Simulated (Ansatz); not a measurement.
Hypothetical rock salt YSi: pressure −1 GPa

Base system: YSi in the rock salt structure (space group Fm-3m, No. 225; a = 5.743 Å; a hypothetical phase, not in the database extracts checked).

Perturbation: a negative pressure, −1 GPa.

The values are results of PBEsol, PAW, 420 eV (Ansatz, a program for electronic structure; spin-orbit coupling left out), earlier PAW set, not measurements. Γ-centred 14×14×14 mesh, Fermi–Dirac width 0.05 eV.

```tsv
quantity	base	changed	shift
volume per atom	23.68 Å³	24.03 Å³	+0.35 Å³
density	4.10 g/cm³	4.04 g/cm³	-0.06 g/cm³
lattice parameter a	5.743 Å	5.772 Å	+0.0283 Å
shortest interatomic distance	2.872 Å	2.886 Å	+0.014 Å
enthalpy H = E + PV relative to the base's energy	–	-0.15 eV/atom	–
band gap	zero	zero	–
```

Load acts through the strain it causes; cell and atoms are relaxed under it. Stability against distortions was not tested. The final runs are not spin-polarised. An odd electron count without spin: YSi. YSi has a high density of states at the Fermi level and may be magnetic at this level.
